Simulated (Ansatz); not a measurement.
Structure of amorphous In₉Ga₉Zn₉O₃₆H₄ (periodic cell):

```xyz
67
Lattice="9.3694 -0.3713 -0.0108 -0.3713 9.6072 0.2092 -0.0108 0.2092 9.0751" Properties=species:S:1:pos:R:3 pbc="T T T"
In     5.9341     1.0403     3.9637
In     1.9498     7.4233     2.1402
In     2.9952     5.4727     4.6623
In     7.4838     2.0322     6.8612
In     5.6068     0.4246     0.6559
In     5.8823     8.2625     6.6899
In     0.1281     6.3747     8.7645
In     8.6556     5.9896     6.1705
In     4.5191     4.0809     2.0112
Ga     2.8638     8.7698     5.4036
Ga     1.6375     3.7727     7.0672
Ga     2.5863     2.2962     4.1698
Ga     7.3801     8.0921     3.6650
Ga     0.3157     0.1836     5.6240
Ga     7.5399     2.6956     1.2112
Ga     9.0636     3.1294     4.3976
Ga     4.4668     2.1462     6.8999
Ga     0.1364     0.9750     2.4378
Zn     2.6339     9.1110     8.2018
Zn     6.2513     4.3589     5.1862
Zn     8.0409     5.3388     2.4443
Zn     6.1552     5.0712     8.2448
Zn     8.9164    -0.0070     8.7092
Zn     3.3510     6.2840     8.1469
Zn     2.4422     1.9530     0.4354
Zn     1.3215     4.0231     1.8718
Zn     4.9254     7.2789     2.8310
O      3.8953     1.2412     8.5103
O      5.8190     2.2364     1.9735
O      7.6602     0.1575     2.6220
O      7.3045     2.4374     4.7288
O     -0.0658     3.4501     6.3676
O      7.4718     1.5500     8.9799
O      0.7675     1.3947     4.2305
O      4.6161     4.0797     4.2065
O      5.6470     0.8447     6.2210
O      6.5052     6.1508     6.6021
O      2.3920     5.4207     6.6537
O      8.5464     7.8473     5.1053
O      5.6532     8.3950     4.4981
O      3.5330     5.9706     2.5766
O      1.5345     9.4039     6.6006
O      3.7852     7.9614     6.8412
O      7.5130     4.4542     0.6362
O      5.6342     8.4280     8.8674
O      2.1725     7.4411     4.3328
O      8.1617     4.9035     4.3951
O      2.8490     2.5951     6.1163
O      8.1859     7.4866     0.2117
O      3.8022     8.8745     2.1023
O      8.3098     0.0357     6.8283
O      1.5287     4.0026     4.0754
O      3.7215     0.6879     4.1029
O      0.9486     0.7830     0.7719
O      4.4985     5.1363     9.1699
O      2.8607     2.7079     2.2424
O      2.0335     7.5168     9.0982
O      0.2171     8.5758     2.8215
O      1.5477     3.8309     8.9052
O      9.0046     2.5856     2.3801
O      5.8454     3.4410     7.0563
O      0.5219     5.8116     1.7546
O      6.7980     6.8279     2.4603
H      0.3866     8.3051     3.7549
H      6.4767     8.0071     9.1781
H      3.5429     9.4720     2.8796
H      7.8612     7.3474     1.1370
```

Method: PBE, scalar-relativistic without spin-orbit coupling (plane waves to 420 eV, PAW; Ansatz, an electronic-structure program). The usual formal charges leave 4 electrons over, so the level spacing at the Fermi energy parts defect or band states and needn't be the band gap.

A CHGNet melt-quench gave the starting glass, which DFT then relaxed. O atoms were pushed apart under 1.9 Å during the dynamics, to hinder bonds among them. The hot cell started wider than the set density and was brought back towards it in steps. It is the lowest in DFT energy of 2 quenches. It is a model cell: composition and starting density were chosen by hand, and all elements were melted together. No dispersion term was used. Its density started from a set value of 5.76 and ended at 5.76 g/cm³. Cooling (nominally 440 K/ps over its main leg) ran many orders faster than in experiment, which tends to leave more defects and strain. One small periodic cell is one sample of the glass; other quenches scatter about these values. The volume was held where the preparation left it and the shape relaxed, at a PBE pressure of 3.7 GPa. Stress components on the final sampling reach 3.9 GPa. On a 2×2×2 Γ-centred mesh force components of up to 0.26 eV/Å stay, since the relaxation ran on the zone centre alone. Cycles of charging lowered its energy after that relaxation.

Cut-offs for bonds: In-In 3.12 Å, In-Ga 2.90 Å, In-Zn 2.90 Å, In-O 2.68 Å, In-H 2.08 Å, Ga-Ga 2.68 Å, Ga-Zn 2.68 Å, Ga-O 2.52 Å, Ga-H 1.84 Å, Zn-Zn 2.68 Å, Zn-O 2.44 Å, Zn-H 1.84 Å, O-O 1.58 Å, O-H 1.16 Å, H-H 0.90 Å. Two cations that share two anions don't count as bonded, nor two that share one unless they lie closer than In-In 3.04 Å, In-Ga 2.82 Å, In-Zn 2.82 Å, Ga-Ga 2.61 Å, Ga-Zn 2.61 Å, Zn-Zn 2.61 Å.

Q: Give the coordination numbers, mean bond lengths and angles.

A: 
The mean coordination of In by anions is 5.11 (1 with 3, 1 with 4, 3 with 5, 4 with 6); 2 close contacts or bonds to cations besides and the mean coordination of Ga by anions is 4.56 (5 with 4, 3 with 5, 1 with 6). The mean coordination of Zn by anions is 4.22 (7 with 4, 2 with 5) and the mean coordination of O comes out as 3.58 (15 with 3, 21 with 4). The mean coordination of H comes out as 1.00 (4 with 1) and the mean In-O bond comes out as 2.214 Å (spread 0.094 Å, 46 counted). The mean Ga-O bond is 1.942 Å (spread 0.117 Å, 41 counted). The mean Zn-O bond is 2.032 Å (spread 0.097 Å, 38 counted), the mean O-H bond comes out as 0.996 Å (spread 0.011 Å, 4 counted) and the bond angle at In is mean 104.7°, spread 29.1°. The bond angle at Ga is mean 107.8°, spread 23.9°. The bond angle at Zn is mean 107.7°, spread 19.6° and the bond angle at O is mean 110.6°, spread 15.6°.

Q: List the pairs of like atoms that count as bonded by the rules above.

A: In7-In8 (2.72 Å).

Q: What Bader charges do the atoms carry, from a run on the zone centre alone?

A: Means (range): In +1.66 e (+1.24 to +1.84), Ga +1.80 e (+1.77 to +1.86), Zn +1.22 e (+1.19 to +1.25), O -1.24 e (-1.27 to -1.20), H +0.59 e (+0.58 to +0.59).
```json
[
 {"atom": "In1", "charge (e)": "+1.75"},
 {"atom": "In2", "charge (e)": "+1.84"},
 {"atom": "In3", "charge (e)": "+1.76"},
 {"atom": "In4", "charge (e)": "+1.81"},
 {"atom": "In5", "charge (e)": "+1.72"},
 {"atom": "In6", "charge (e)": "+1.81"},
 {"atom": "In7", "charge (e)": "+1.31"},
 {"atom": "In8", "charge (e)": "+1.24"},
 {"atom": "In9", "charge (e)": "+1.73"},
 {"atom": "Ga10", "charge (e)": "+1.78"},
 {"atom": "Ga11", "charge (e)": "+1.79"},
 {"atom": "Ga12", "charge (e)": "+1.83"},
 {"atom": "Ga13", "charge (e)": "+1.80"},
 {"atom": "Ga14", "charge (e)": "+1.81"},
 {"atom": "Ga15", "charge (e)": "+1.77"},
 {"atom": "Ga16", "charge (e)": "+1.86"},
 {"atom": "Ga17", "charge (e)": "+1.77"},
 {"atom": "Ga18", "charge (e)": "+1.82"},
 {"atom": "Zn19", "charge (e)": "+1.23"},
 {"atom": "Zn20", "charge (e)": "+1.20"},
 {"atom": "Zn21", "charge (e)": "+1.21"},
 {"atom": "Zn22", "charge (e)": "+1.21"},
 {"atom": "Zn23", "charge (e)": "+1.23"},
 {"atom": "Zn24", "charge (e)": "+1.24"},
 {"atom": "Zn25", "charge (e)": "+1.20"},
 {"atom": "Zn26", "charge (e)": "+1.25"},
 {"atom": "Zn27", "charge (e)": "+1.19"},
 {"atom": "O28", "charge (e)": "-1.23"},
 {"atom": "O29", "charge (e)": "-1.21"},
 {"atom": "O30", "charge (e)": "-1.27"},
 {"atom": "O31", "charge (e)": "-1.23"},
 {"atom": "O32", "charge (e)": "-1.27"},
 {"atom": "O33", "charge (e)": "-1.23"},
 {"atom": "O34", "charge (e)": "-1.27"},
 {"atom": "O35", "charge (e)": "-1.21"},
 {"atom": "O36", "charge (e)": "-1.26"},
 {"atom": "O37", "charge (e)": "-1.22"},
 {"atom": "O38", "charge (e)": "-1.23"},
 {"atom": "O39", "charge (e)": "-1.26"},
 {"atom": "O40", "charge (e)": "-1.25"},
 {"atom": "O41", "charge (e)": "-1.21"},
 {"atom": "O42", "charge (e)": "-1.27"},
 {"atom": "O43", "charge (e)": "-1.23"},
 {"atom": "O44", "charge (e)": "-1.24"},
 {"atom": "O45", "charge (e)": "-1.22"},
 {"atom": "O46", "charge (e)": "-1.24"},
 {"atom": "O47", "charge (e)": "-1.22"},
 {"atom": "O48", "charge (e)": "-1.24"},
 {"atom": "O49", "charge (e)": "-1.24"},
 {"atom": "O50", "charge (e)": "-1.24"},
 {"atom": "O51", "charge (e)": "-1.23"},
 {"atom": "O52", "charge (e)": "-1.25"},
 {"atom": "O53", "charge (e)": "-1.23"},
 {"atom": "O54", "charge (e)": "-1.22"},
 {"atom": "O55", "charge (e)": "-1.20"},
 {"atom": "O56", "charge (e)": "-1.23"},
 {"atom": "O57", "charge (e)": "-1.21"},
 {"atom": "O58", "charge (e)": "-1.24"},
 {"atom": "O59", "charge (e)": "-1.26"},
 {"atom": "O60", "charge (e)": "-1.26"},
 {"atom": "O61", "charge (e)": "-1.24"},
 {"atom": "O62", "charge (e)": "-1.20"},
 {"atom": "O63", "charge (e)": "-1.24"},
 {"atom": "H64", "charge (e)": "+0.58"},
 {"atom": "H65", "charge (e)": "+0.59"},
 {"atom": "H66", "charge (e)": "+0.59"},
 {"atom": "H67", "charge (e)": "+0.58"}
]
```
